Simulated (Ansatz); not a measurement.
**CdS under a change: tensor shear ε_xy = +1.71 %**

Start from CdS in the zinc blende structure (space group F-43m, No. 216; a = 5.878 Å). Axes: x, y, z lie along the cube axes.

Now apply this change: tensor shear ε_xy = +1.71 % (engineering shear γ = 0.0342), atoms relaxed at fixed cell.

All numbers come from DFT with r2SCAN, PAW potentials and a 500 eV plane-wave cutoff in Ansatz (a first-principles code), no SOC. Γ-centred 10×10×10 mesh, Fermi–Dirac width 0.05 eV.

```json
[
 {"quantity": "shortest interatomic distance", "base": "2.545 Å", "changed": "2.543 Å", "shift": "-0.0025 Å"},
 {"quantity": "energy relative to the base (free energy F)", "base": "0 meV/atom", "changed": "+2.4 meV/atom", "shift": "+2.4 meV/atom"},
 {"quantity": "pressure (mean of the normal stresses, compression positive)", "base": "0.01 GPa", "changed": "-0.01 GPa", "shift": "-0.02 GPa"},
 {"quantity": "band gap", "base": "1.54 eV", "changed": "1.47 eV", "shift": "-0.077 eV"},
 {"quantity": "gap character", "base": "direct at Γ", "changed": "direct at Γ", "shift": "–"},
 {"quantity": "valence-band top at Γ (three highest levels, from the VBM)", "base": "0.00, 0.00, 0.00 eV", "changed": "0.00, -0.07, -0.13 eV", "shift": "–"},
 {"quantity": "stress (xx, yy, zz, yz, xz, xy; compression positive)", "base": "–", "changed": "(-0.01, -0.01, -0.02, 0.00, 0.00, -0.88) GPa", "shift": "–"}
]
```

Final structure:

```xyz
2
Lattice="0.0503 2.9388 2.9388 2.9388 0.0503 2.9388 2.9891 2.9891 0.0000" Properties=species:S:1:pos:R:3 pbc="T T T"
Cd     0.0000     0.0000     0.0224
S      1.4945     1.4945     1.4470
```

The cells carry an imposed strain or load. Whether these cells are dynamically stable was not tested. Labels are those of the standard path for the cell's own space group.
